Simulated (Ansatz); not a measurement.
Base system: MoS2 (space group P6_3/mmc, No. 194; a = 3.1493 Å, c = 12.0895 Å; layered, stacked along the Cartesian z axis). Axes: x lies along a and z along c of the hexagonal cell.

Level of theory: DFT with PBE-D3(BJ), PAW potentials and a 420 eV plane-wave cutoff in Ansatz (a quantum-chemistry and plane-wave program), no spin-orbit coupling.

For the base:

| Item | Value |
|---|---|
| Hole mass | 1.0 mₑ along c, 0.61 mₑ across (at Γ) |
| Valence-band top at Γ | 0.00, -1.11, -1.29 eV |
| Band gap | 0.77 eV |

The change: uniaxial strain ε_zz = +0.60 %, all other strain components held at zero; the atoms relax in the strained cell.

Task: Estimate the effect on the hole mass, valence-band top at Γ and band gap.

Result: The hole mass becomes 1.0 mₑ along z, 0.64 mₑ across (at Γ) (base: 1.0 mₑ along c, 0.61 mₑ across (at Γ)); the valence-band top at Γ (three highest levels, from the VBM) changes from 0.00, -1.11, -1.29 eV to 0.00, -1.14, -1.26 eV; the band gap rises by 0.04 eV (0.77 eV → 0.81 eV).

Effective masses come from finite differences of ±0.01 Å⁻¹. Stability against distortions was not tested.
